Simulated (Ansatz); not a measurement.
The parent structure is ZnS in the zinc blende structure (space group F-43m, No. 216; a = 5.297 Å). Axes: x, y, z lie along the cube axes.

Computed with LDA (Ansatz, a first-principles code; PAW; 420 eV plane waves; spin-orbit coupling left out).

Before the change:

| Property | Result |
|---|---|
| Valence-band top at Γ | 0.00, 0.00, 0.00 eV |
| Valley order | Γ 2.13 eV; X along ⟨100⟩ 3.05 eV; L along ⟨111⟩ 3.20 eV |
| Shortest interatomic distance | 2.294 Å |

One thing is altered: compressive biaxial strain of 2.50 % in the plane normal to [001], as in epitaxy on a mismatched substrate; the out-of-plane cell vector and the atoms relax.

### Question
Estimate the effect on the valence-band top at Γ, valley order, shortest interatomic distance and energy relative to the base.

### Answer
The valence-band top at Γ (three highest levels, from the VBM) changes from 0.00, 0.00, 0.00 eV to 0.00, 0.00, -0.23 eV; the valley order (the lowest conduction-band minima on the path, energy above the VBM, named in the base's zone) changes from Γ 2.13 eV; X along ⟨100⟩ 3.05 eV; L along ⟨111⟩ 3.20 eV to Γ 2.14 eV; X along [010] 2.83 eV; L along [111] 3.11 eV; X along [001] 3.16 eV; the shortest interatomic distance drops by 0.015 Å, from 2.294 Å to 2.279 Å; the energy increases by 7.7 meV/atom.

The levels and masses belong to the bands next to the band gap. Stability against distortions was not tested.
